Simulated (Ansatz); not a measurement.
Consider AlAu in the CsCl type structure (space group Pm-3m, No. 221; a = 3.178 Å; a cell from a computed database, its experimental status unchecked).

Modification: full substitution Al → B; the structure is relaxed again.

Levels (all Ansatz, a program for electronic structure, PAW): PBEsol (420 eV, spin-orbit coupling left out); PBEsol+SOC (420 eV, spin-orbit coupling included).

The geometry is relaxed with PBEsol.

- PBEsol pressure = 0.0 GPa

**Question.** Predict the pressure from PBEsol+SOC.

**Answer.** The pressure goes from zero to -1.1 GPa.

Single points use the geometry relaxed with PBEsol. Differences between runs with and without spin-orbit coupling are approximate. No phonon test of stability was made. As relaxed here, AuB is a hypothetical phase, not in the database extracts checked. The runs without spin-orbit coupling are not spin-polarised.
